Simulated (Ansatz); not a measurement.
Consider PbTe in the rock salt structure (space group Fm-3m, No. 225; a = 6.5694 Å).

(Cell as relaxed with PBE.)

Levels (all Ansatz, an electronic-structure program, PAW, earlier PAW set): PBE (420 eV, no spin-orbit coupling); r2SCAN (500 eV, without spin-orbit coupling).

Each level relaxes its own structure.

| base | PBE | r2SCAN |
|---|---|---|
| volume per atom | 35.44 Å³ | 34.89 Å³ |
| lattice parameter a | 6.569 Å | 6.535 Å |
| band gap | 0.83 eV | 1.10 eV |

The change: Se takes the place of Te on all its sites, then cell and atoms are relaxed.

```csv
quantity,PBE,r2SCAN
shift of the gap caused by the change,-0.39 eV,-0.42 eV
band gap,0.44 eV,0.67 eV
gap character,direct at L,direct at L
```

PBE's shift of the gap caused by the change lies 0.03 eV above r2SCAN's; PBE's band gap lies 0.23 eV below r2SCAN's; the two agree on the gap character. Neither level is exact; r2SCAN is the comparison here, not a measurement.

With Pb and Te present, leaving out spin-orbit coupling can change the band edges. No phonon test of stability was made.
